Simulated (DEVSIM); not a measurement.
Device: abrupt Si p-n junction, at 400 K.

```tsv
layer (left to right)	material	thickness (μm)	Nd (cm⁻³)	Na (cm⁻³)	τn (s)	τp (s)
1	Si	2.60	-	2.6e18	1.6e-5	1.6e-5
2	Si	300	3.8e16	-	1.6e-5	1.6e-5
```

Left contact: ohmic. Right contact: ohmic. Voltage is applied to the left contact. Recombination: SRH at mid-gap, radiative, Auger. Mobility is μmin + (μ − μmin)/(1 + (N/Nref)^α).

Constants are typed, rounded textbook-type inputs, not results; the design itself was drawn at random and stands for no fabricated device. Values at 300 K; Nc and Nv go as T^1.5, mobilities as T to minus their exponent, the gap by Varshni's rule with the affinity fixed.

```csv
parameter,Si
gap (eV),1.124
affinity (eV),4.05
permittivity,11.7
Nc (cm⁻³),2.86e19
Nv (cm⁻³),3.1e19
μn (cm²/Vs),1417
μp (cm²/Vs),470
"μn,min",52
"μp,min",45
"Nref,n",9.7e16
"Nref,p",2.2e17
αn,0.68
αp,0.72
T exponent of μn,2.3
T exponent of μp,2.2
B (cm³/s),4.7e-15
Cn (cm⁶/s),2.8e-31
Cp (cm⁶/s),9.9e-32
Varshni α (eV/K),0.000473
Varshni β (K),636
```

DEVSIM, 1D drift-diffusion, Boltzmann statistics, complete ionisation; no tunnelling, impact ionisation, image-force lowering or self-heating.

### Question
Tabulate band edges, carrier densities and field at zero bias.

### Answer
Energies count from the Fermi level of the right contact; mesh points crowd at the junctions.

| x (μm) | Ec (eV) | Ev (eV) | n (cm⁻³) | p (cm⁻³) | field (V/cm) |
|---|---|---|---|---|---|
| 0.000 | 0.996 | -0.100 | 1.2e7 | 2.6e18 | ≈ 0 |
| 0.04769 | 0.996 | -0.100 | 1.2e7 | 2.6e18 | ≈ 0 |
| 0.1970 | 0.996 | -0.100 | 1.2e7 | 2.6e18 | ≈ 0 |
| 0.6287 | 0.996 | -0.100 | 1.2e7 | 2.6e18 | ≈ 0 |
| 2.006 | 0.996 | -0.100 | 1.2e7 | 2.6e18 | ≈ 0 |
| 2.415 | 0.996 | -0.100 | 1.2e7 | 2.6e18 | ≈ 0 |
| 2.553 | 0.996 | -0.100 | 1.2e7 | 2.6e18 | ≈ 0 |
| 2.612 | 0.834 | -0.263 | 1.4e9 | 2.3e16 | -82000 |
| 2.685 | 0.401 | -0.695 | 3.9e14 | 8.3e10 | -38000 |
| 2.917 | 0.243 | -0.853 | 3.8e16 | 8.5e8 | -10 |
| 3.602 | 0.243 | -0.853 | 3.8e16 | 8.5e8 | ≈ 0 |
| 7.220 | 0.243 | -0.853 | 3.8e16 | 8.5e8 | ≈ 0 |
| 16.56 | 0.243 | -0.853 | 3.8e16 | 8.5e8 | ≈ 0 |
| 44.66 | 0.243 | -0.853 | 3.8e16 | 8.5e8 | ≈ 0 |
| 180.3 | 0.243 | -0.853 | 3.8e16 | 8.5e8 | ≈ 0 |
| 262.0 | 0.243 | -0.853 | 3.8e16 | 8.5e8 | ≈ 0 |
| 289.7 | 0.243 | -0.853 | 3.8e16 | 8.5e8 | ≈ 0 |
| 298.3 | 0.243 | -0.853 | 3.8e16 | 8.5e8 | ≈ 0 |
| 301.7 | 0.243 | -0.853 | 3.8e16 | 8.5e8 | ≈ 0 |
| 302.3 | 0.243 | -0.853 | 3.8e16 | 8.5e8 | ≈ 0 |
| 302.5 | 0.243 | -0.853 | 3.8e16 | 8.5e8 | ≈ 0 |
| 302.6 | 0.243 | -0.853 | 3.8e16 | 8.5e8 | ≈ 0 |
